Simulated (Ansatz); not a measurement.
**Pressure series in Mg2Sn**

Consider Mg$_{2}$Sn (space group Fm-3m, No. 225; a = 6.8161 Å).

Cell and atoms are relaxed at each pressure.

The values are results of plane-wave PAW DFT at the PBE level (Ansatz, a first-principles code, 420 eV), scalar-relativistic without spin-orbit coupling, not measurements.

Notes on the quantities. enthalpy: H = E + PV relative to the base's energy.

```json
[
 {"change": "base", "enthalpy": "–", "shortest interatomic distance": "2.951 Å"},
 {"change": "pressure −2 GPa", "enthalpy": "-0.34 eV/atom", "shortest interatomic distance": "…"},
 {"change": "pressure −1 GPa", "enthalpy": "-0.17 eV/atom", "shortest interatomic distance": "2.977 Å"},
 {"change": "pressure 1.8 GPa", "enthalpy": "+0.29 eV/atom", "shortest interatomic distance": "2.912 Å"},
 {"change": "pressure 4.2 GPa", "enthalpy": "+0.66 eV/atom", "shortest interatomic distance": "…"},
 {"change": "pressure 9 GPa", "enthalpy": "+1.36 eV/atom", "shortest interatomic distance": "2.800 Å"},
 {"change": "pressure 18 GPa", "enthalpy": "+2.56 eV/atom", "shortest interatomic distance": "2.708 Å"},
 {"change": "pressure 30 GPa", "enthalpy": "+4.01 eV/atom", "shortest interatomic distance": "2.623 Å"},
 {"change": "pressure 45 GPa", "enthalpy": "+5.67 eV/atom", "shortest interatomic distance": "…"},
 {"change": "pressure 60 GPa", "enthalpy": "+7.20 eV/atom", "shortest interatomic distance": "2.488 Å"}
]
```

Q: Some entries are withheld; estimate them.

A: 
- pressure −2 GPa, shortest interatomic distance: 3.007 Å
- pressure 4.2 GPa, shortest interatomic distance: 2.868 Å
- pressure 45 GPa, shortest interatomic distance: 2.547 Å

Load acts through the strain it causes; cell and atoms are relaxed under it. Whether these cells are dynamically stable was not tested. Competing high-pressure phases were not computed.
